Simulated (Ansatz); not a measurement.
Lattice constant a of NiC (model structure, Fm-3m, No. 225, 2 atoms in the cell) at several levels of theory

No measured value is used here.

```csv
level (code),value (Å)
LDA (Ansatz),3.984
PBE (Ansatz),4.068
PBEsol (Ansatz),4.020
r²SCAN (Ansatz),4.040
```

Spin-polarised start: LDA, PBE, PBEsol, r²SCAN. LDA, PBE, PBEsol, r²SCAN: the starting moments vanished in the run, and other orders were not tried. Cutoffs differ between the levels. Ansatz's density-functional and Hartree–Fock values are scalar-relativistic unless marked +SOC, with PAW data made under PBE.

A model structure was made by putting elements into a prototype or built by hand; it is no filed structure, need not be a known phase, and can be a saddle point held by its symmetry.

Ansatz is an electronic-structure program.
